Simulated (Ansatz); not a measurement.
# How far to go with the plane-wave cutoff: In (I4/mmm, 1 atom in the cell)

```
CELL_PARAMETERS angstrom
     -1.62987     1.62987     2.48243
      1.62987    -1.62987     2.48243
      1.62987     1.62987    -2.48243
ATOMIC_POSITIONS crystal
  In 0.00000 0.00000 0.00000
```

Method: PBE (plane waves, PAW; Ansatz, a first-principles code).

Base settings: basis.ecutwfc = 420 eV; kpoints.mp_grid.grid = 14 14 14; hamiltonian.xc = pbe; hamiltonian.pseudopotentials = {kind: paw} (the program's default PAW files); scf.occupations.method = fermi_dirac; scf.occupations.width = 0.1 eV.

The second cell is the first with its lattice scaled by 0.98.

The mesh stays at the base's, so the ladder's end is converged at best in this setting alone.

The first pressure column holds Ansatz's estimate of the finite-basis (Pulay) stress, which hides part of the cutoff error; the other is without it.

Only quantities that move along the ladder and can be compared are tabulated.

The count of work is k-points × plane waves × bands × iterations; it is no time. 

The starting cell has typed, rounded lattice constants, without a prior relaxation at this level. Its lattice was rescaled by up to half a per cent.

```csv
basis.ecutwfc,free energy less the last step's (meV/atom),energy of the compressed cell less the first (meV/atom),pressure (GPa),pressure without the Pulay estimate (GPa),count of work / last
145 eV,64744.76,-15.96,-18.97,-1346.68,0.068
170 eV,26074.10,73.33,15.17,-674.44,0.076
190 eV,11879.29,100.24,4.37,-359.45,0.080
210 eV,5323.51,24.67,1.44,-185.61,0.076
230 eV,2266.28,36.54,3.21,-90.57,0.089
250 eV,915.60,28.18,0.75,-41.80,0.11
295 eV,92.17,30.13,1.70,-4.65,0.13
335 eV,7.10,30.12,1.63,1.03,0.19
380 eV,2.18,29.69,1.61,1.59,0.23
420 eV,1.42,29.65,1.61,1.56,0.28
460 eV,0.56,29.62,1.60,1.58,0.30
505 eV,0.24,29.61,1.60,1.60,0.35
565 eV,0.17,29.61,1.60,1.60,0.42
630 eV,0.10,29.61,1.60,1.60,0.48
735 eV,0.08,29.60,1.60,1.60,0.64
840 eV,0.03,29.60,1.60,1.60,0.75
1010 eV,0.00,29.60,1.60,1.60,1.0
```

Coarsest basis.ecutwfc that holds the energy of the compressed cell less the first within 2 meV/atom of the last step, with all finer ones: 250 eV, at 0.11 of the last step's count of work; the step before is off by 6.9 meV/atom.

Coarsest basis.ecutwfc that holds the free energy within 2 meV/atom of the last step, with all finer ones: 420 eV, at 0.28 of the last step's count of work; the step before is off by 2.2 meV/atom.

Coarsest basis.ecutwfc that holds the pressure without the Pulay estimate within 0.5 GPa of the last step, with all finer ones: 380 eV, at 0.23 of the last step's count of work; the step before is off by 0.57 GPa.

The energy difference between the two cells stays within 1 meV/atom of the last step's from 295 eV on, the total only from 460 eV on: much of the error is common to both cells and cancels.

At the lowest cutoff the pressure without the Pulay estimate lies 1350 GPa under the last step's, the usual sign of Pulay stress in an incomplete plane-wave basis.

Keys are those of Ansatz 0.2.
